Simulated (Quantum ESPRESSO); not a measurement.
σyy against uniaxial strain in rock-salt HfN (space group 225): C12 (Quantum ESPRESSO, LDA)

```yaml
crystal:
  lattice:
    - [0.00000, 2.23360, 2.23360]
    - [2.20009, 0.00000, 2.23360]
    - [2.20009, 2.23360, 0.00000]
  atoms:
    - { symbol: Hf, position: [0.00000, 0.00000, 0.00000] }
    - { symbol: N, position: [0.50000, 0.50000, 0.50000] }
```

Computed with LDA (PZ), GBRV 1.5 ultrasoft (LDA) pseudopotentials (plane waves; Quantum ESPRESSO). Settings: ecutwfc = 52 Ry; ecutrho = 416 Ry; occupations = smearing; smearing = fd; degauss = 0.0036749 Ry; potentials = {Hf: hf_lda_v1.uspp.F.UPF, N: n_lda_v1.2.uspp.F.UPF}; K_POINTS = automatic 26 26 26 0 0 0; conv_thr = 1e-10 Ry. The cell above is the first row's. The rows stretch one cube axis (x) by the strain ε and hold the other two. Stress is positive in tension. In all rows fractional positions and the k mesh are held.

```
ε (%)  σyy (GPa)
-----  ---------
-1.5       -1.64
-1.0       -1.01
-0.5       -0.41
0.0         0.19
0.5         0.77
1.0         1.32
1.5         1.87
2.0            ?
```

Using a parabola, estimate the missing σyy at ε = 2.0 from the other rows, showing the fit.

Least squares gives σyy = 0.189 + 1.1693·ε - 0.0329·ε². Residuals (row less fit): -0.001, 0.003, -0.006, 0.001, 0.005, -0.005, 0.001; standard error 0.005 (degrees of freedom: 4). The slope at ε = 0, 1.1693 GPa per cent, gives C12 ≈ 100 × 1.1693 = 117 GPa, for the static lattice. At the withheld row, σyy = 0.189 + 1.1693 × 2.0 - 0.0329 × 2.0² = 2.396 GPa. The calculation gives 2.40 GPa, which the fit meets to the printed digits. The row lies outside the fitted rows, so this is an extrapolation. From the scatter of the fitted rows alone, a prediction at this place has a standard error of 0.009 GPa, so the miss is 0.4 times that.

Carrying the step between the two nearest rows on in a straight line would have given 2.42, off by 0.02; series whose last step already gives the withheld value aren't shown. The reference cell has the volume at which an earlier scan in this program and functional put its minimum by a fit. The runs keep the symmetry of the cell, so they don't test it for distortions. The unstrained cell stands at a pressure of -0.19 GPa, and the constants belong to that pressure. By symmetry this strain leaves no force on the atoms; the largest in the rows is 0.000 eV/Å. Spin-orbit coupling is off. Without a gap such slopes are sensitive to mesh and smearing. Cutoffs and mesh are single choices, not tested for convergence of this quantity. Series with a scatter that would blur these digits, or in which a gap closes, are not shown. Strain series were run only where this level's volume lies within 10 % of a first guess from the measured size.
